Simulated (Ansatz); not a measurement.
The reference is Lu in the hcp (Mg type) structure (space group P6_3/mmc, No. 194; a = 3.443 Å, c = 5.367 Å; relaxed with 0.1 eV smearing). Axes: x lies along a and z along c of the hexagonal cell.

Structures relaxed with PBEsol (Ansatz, a program for electronic structure, PAW, scalar-relativistic without spin-orbit coupling).

Base:

Simulated powder pattern, Cu Kα1, λ = 1.54056 Å (kinematic, ideal powder, no thermal factors, no anomalous dispersion; the 10 strongest lines at most, above 2 %, up to 2θ = 90°):

| 2θ (°) | I/Imax (%) | hkl |
|---|---|---|
| 29.94 | 24 | (100) |
| 33.36 | 24 | (002) |
| 34.38 | 100 | (101) |
| 45.43 | 16 | (102) |
| 53.16 | 20 | (110) |
| 60.28 | 21 | (103) |
| 64.23 | 23 | (112) |
| 64.85 | 17 | (201) |
| 84.53 | 8.2 | (203) |
| 88.59 | 15 | (211) |

After one change:

Simulated powder pattern, Cu Kα1, λ = 1.54056 Å (kinematic, ideal powder, no thermal factors, no anomalous dispersion; the 10 strongest lines at most, above 2 %, up to 2θ = 90°):

```json
[
 {"2θ (°)": "29.94", "I/Imax (%)": "24"},
 {"2θ (°)": "34.06", "I/Imax (%)": "23"},
 {"2θ (°)": "34.55", "I/Imax (%)": "100"},
 {"2θ (°)": "45.98", "I/Imax (%)": "15"},
 {"2θ (°)": "53.16", "I/Imax (%)": "20"},
 {"2θ (°)": "61.28", "I/Imax (%)": "20"},
 {"2θ (°)": "64.66", "I/Imax (%)": "22"},
 {"2θ (°)": "64.96", "I/Imax (%)": "17"},
 {"2θ (°)": "85.41", "I/Imax (%)": "8.1"},
 {"2θ (°)": "88.69", "I/Imax (%)": "15"}
]
```

### Question
Which of these changes matches the shifts?
A) uniaxial strain ε_zz = +3.00 %
B) uniaxial strain ε_zz = −1.00 %
C) uniaxial strain ε_zz = −2.00 %
D) uniaxial strain ε_zz = +1.50 %

### Answer
C, uniaxial strain ε_zz = −2.00 %. Its volume per atom is 27.00 Å³ against 27.55 Å³, and its space group is P6_3/mmc (No. 194).

Stability against distortions was not tested.
